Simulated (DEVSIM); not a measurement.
System: illuminated InP p-on-n cell, one wavelength, at 300 K.

Layer 1 from the left is InP, thickness (μm) 0.110, Na (cm⁻³) 1.3e18, τn (s) 3.2e-9, τp (s) 2.6e-9, absorption coefficient (cm⁻¹) 82000. Layer 2 from the left is InP, thickness (μm) 2.70, Nd (cm⁻³) 3.6e15, τn (s) 3.3e-8, τp (s) 3.3e-8, absorption coefficient (cm⁻¹) 82000.

Left contact: ohmic, minority electron recombination velocity 300 cm/s. Right contact: ohmic, minority hole recombination velocity 30 cm/s. Voltage is applied to the left contact. Recombination: SRH at mid-gap, radiative, Auger. Light enters at the left, 8.2e17 photons cm⁻² s⁻¹, one pass, no reflection. Mobility is μmin + (μ − μmin)/(1 + (N/Nref)^α).

The device is made up for the run: typed textbook-type constants, with dimensions and the other settings drawn at random. Values at 300 K.

InP: gap (eV) 1.344, affinity (eV) 4.38, permittivity 12.5, Nc (cm⁻³) 5.7e17, Nv (cm⁻³) 1.1e19, μn (cm²/Vs) 5200, μp (cm²/Vs) 170, μn,min 400, μp,min 10, Nref,n 3e17, Nref,p 4.9e17, αn 0.47, αp 0.62, B (cm³/s) 1.2e-10, Cn (cm⁶/s) 9e-31, Cp (cm⁶/s) 9e-31.

DEVSIM, 1D drift-diffusion, Boltzmann statistics, complete ionisation; no tunnelling, impact ionisation, image-force lowering or self-heating.

Dark forward current:

```
|V| (V)  |J| (A/cm²)
-------  -----------
0.05       2.145e-10
0.10       7.501e-10
0.15        2.182e-9
0.20        6.071e-9
0.25        1.668e-8
0.30        4.570e-8
0.35        1.254e-7
0.40        3.452e-7
0.45        9.550e-7
0.50        2.661e-6
0.55        7.500e-6
0.60        2.154e-5
0.65        6.398e-5
0.70       0.0002023
0.75       0.0007117
0.80        0.002922
0.85         0.01421
0.90         0.07822
0.95          0.4259
1.00           1.774
1.05           5.565
1.10           16.90
1.15           57.34
1.20           229.6
1.25            1027
1.30            4494
```

Task: Work out the local ideality factor n = ΔV / (kT/q · ln(J2/J1)) between the rows 0.15 and 0.20 V, 0.85 and 0.90 V, 1.25 and 1.30 V.

Result: kT/q = 25.85 mV. From 0.15 to 0.20 V: ln(6.071e-9/2.182e-9) = 1.023, n = 1.89, near the 2 of recombination in the depletion region. From 0.85 to 0.90 V: ln(0.07822/0.01421) = 1.706, n = 1.13. From 1.25 to 1.30 V: ln(4494/1027) = 1.476, n = 1.31.

Task: What current could the absorbed light give at most, and what share is collected?

Result: Σ αd = 23.0, so qΦ(1 − exp(−Σ αd)) = 131 mA/cm². The simulated short-circuit current is 130.8 mA/cm², a share of 1.00.

Task: Estimate the open-circuit voltage by superposition: the voltage at which the dark current equals that short-circuit current.

Result: Interpolating ln J in the table gives 0.915 V. The simulation gives 0.915 V, the same within the digits that matter. Superposition holds where collection doesn't change with voltage.

Task: Estimate the fill factor from FF0 = (v − ln(v + 0.72))/(v + 1), v = qVoc/(nkT), with n from the dark curve.

Result: The rows about Voc, 0.90 and 0.95 V, give n = 1.14, so v = 31.0 and FF0 = 0.861. The simulation gives 0.859, the same within the digits that matter.
